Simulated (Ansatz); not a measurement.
CsH (Pm-3m, No. 221, 2 atoms in the cell; start mp-632319; a measured phase of this formula has another space group) was calculated with HSE06 (PAW; Ansatz, a first-principles code).

Run with plane-wave cutoff 460 eV, 8×8×8 k mesh, Fermi–Dirac smearing 0.01 eV, scalar-relativistic PAW data made under PBE.

Cell (relaxed with PBEsol):

Space group Pm-3m (No. 221); a = b = c = 3.724 Å, α = β = γ = 90.00°

| atom | site | symmetry | x | y | z |
|---|---|---|---|---|---|
| Cs | 1a | m-3m | 0.0000 | 0.0000 | 0.0000 |
| H | 1b | m-3m | 0.5000 | 0.5000 | 0.5000 |

What does this level give for the band gap and Γ–Γ gap?


band gap: 3.64 eV (on the SCF k mesh)
Γ–Γ gap: 6.59 eV

Note: cell and atoms aren't relaxed at this level (pressure 1.3 GPa).

Spin–orbit coupling is not included.

Computed values are for the static lattice.

Computing time: about 2.4 core-minutes (a rough figure).

A start named mp-… is a Materials Project structure, which need not be a measured phase.
